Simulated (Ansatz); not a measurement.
Results of PBEsol (PAW; Ansatz, a program for electronic structure) for GaS (R-3m, No. 166, 4 atoms in the cell; start mp-9889; a measured phase of this formula has another space group).

Run with plane-wave cutoff 520 eV, 12×12×12 k mesh, Fermi–Dirac smearing 0.01 eV, scalar-relativistic PAW data made under PBE.

Cell (relaxed at this level):

GaS is modelled in the trigonal space group R-3m, hexagonal axes (No. 166), Pearson symbol hR4. Lattice parameters: a = b = 3.579 Å, c = 23.895 Å, α = β = 90.00°, γ = 120.00°. Ga on 6c sees 3 S at 2.332 Å (trigonal pyramidal). S on 6c sees 3 Ga at 2.332 Å (trigonal pyramidal). (Neighbours: up to the widest gap in distance over summed covalent radii, below 1.35, at either atom; cation-cation and far metal-metal contacts left out.)
(The calculation used a cell of 4 atoms; values per cell refer to that cell.)

**Question.** Predict the band gap and Γ–Γ gap.

**Answer.** 
* **band gap**: 1.72 eV (direct)
* **Γ–Γ gap**: 3.50 eV

Note: the cell has widely spaced layers and the level no dispersion term, so their spacing and the moduli can rest on weak binding.

Spin–orbit coupling is not included.

A start named mp-… is a Materials Project structure, which need not be a measured phase.
